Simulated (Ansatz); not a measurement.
Response to strain in C

The parent structure is C in the diamond structure (space group Fd-3m, No. 227; a = 3.554 Å). Axes: x, y, z lie along the cube axes.

Strains are applied to the cell and any free atomic positions relax; under biaxial strain the out-of-plane vector relaxes too; under stress the whole cell relaxes.

All numbers come from PBEsol in Ansatz (plane waves to 420 eV, PAW, without spin-orbit coupling).

Notes on the quantities. pressure: mean of the normal stresses, compression positive; energy relative to the base: free energy F.

```json
[
 {"case": "base", "smallest direct gap": "5.57 eV", "band gap": "4.03 eV", "pressure": "0.00 GPa", "energy relative to the base": "0 meV/atom"},
 {"case": "biaxial strain −1.20 %, plane normal [001], relaxed out of plane", "smallest direct gap": "5.49 eV", "band gap": "3.88 eV", "pressure": "9.82 GPa", "energy relative to the base": "+6.1 meV/atom"},
 {"case": "biaxial strain −1.12 %, plane normal [110], relaxed out of plane", "smallest direct gap": "5.41 eV", "band gap": "3.89 eV", "pressure": "9.77 GPa", "energy relative to the base": "+5.6 meV/atom"},
 {"case": "biaxial strain −4.85 %, plane normal [111], relaxed out of plane", "smallest direct gap": "4.47 eV", "band gap": "3.86 eV", "pressure": "51.27 GPa", "energy relative to the base": "+118 meV/atom"},
 {"case": "isotropic strain +0.23 %", "smallest direct gap": "5.55 eV", "band gap": "4.02 eV", "pressure": "-3.06 GPa", "energy relative to the base": "+0.4 meV/atom"},
 {"case": "isotropic strain +0.33 %", "smallest direct gap": "5.54 eV", "band gap": "4.01 eV", "pressure": "-4.37 GPa", "energy relative to the base": "+0.8 meV/atom"},
 {"case": "uniaxial strain ε_yy = +5.58 %", "smallest direct gap": "4.95 eV", "band gap": "3.24 eV", "pressure": "-21.99 GPa", "energy relative to the base": "+56 meV/atom"},
 {"case": "uniaxial stress, 8 GPa tension along x", "smallest direct gap": "5.48 eV", "band gap": "3.91 eV", "pressure": "–", "energy relative to the base": "+1.1 meV/atom"},
 {"case": "uniaxial stress, 8 GPa compression along x", "smallest direct gap": "5.43 eV", "band gap": "3.82 eV", "pressure": "–", "energy relative to the base": "+1.1 meV/atom"},
 {"case": "tensor shear ε_xy = +1.01 %", "smallest direct gap": "(withheld)", "band gap": "(withheld)", "pressure": "(withheld)", "energy relative to the base": "(withheld)"}
]
```

### Question
Complete the table.

### Answer

- tensor shear ε_xy = +1.01 %, smallest direct gap: 5.25 eV
- tensor shear ε_xy = +1.01 %, band gap: 3.94 eV
- tensor shear ε_xy = +1.01 %, pressure: 0.19 GPa
- tensor shear ε_xy = +1.01 %, energy relative to the base: +4.1 meV/atom

Beyond what the load breaks, stability against distortions was not tested.

Ansatz is an electronic-structure program.
